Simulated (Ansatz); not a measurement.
```
CELL_PARAMETERS angstrom
     13.50000     0.00000     0.00000
      0.00000    11.00000     0.00000
      0.00000     0.00000     2.50192
ATOMIC_POSITIONS crystal
  Zn 0.41221 0.50000 0.00000
  Zn 0.58779 0.50000 0.50000
```

The numbers are results of PBE (plane waves to 420 eV, PAW; Ansatz, a program for electronic structure), not measurements. Mesh 1×1×108. No spin polarisation, so a magnetic state wasn't tested. Isolated but for its images some 11 Å away. A model structure. Only distortions within the start's symmetry and period were free. Pairing along the axis, which can open a gap, is among the distortions not tried.

Q: Say what this body is, and give its properties.

A: Free triangular strip chain of Zn atoms. A hypothetical model.
```
Property                                                                                                             Value
--------------------------------------------------------------------  ----------------------------------------------------
PBE gap                                                                                               none (under 0.01 eV)
crossings of the Fermi level between Γ and the zone edge (49 points)  3, each for both spins (ideal conductance 3 × 2e²/h)
```
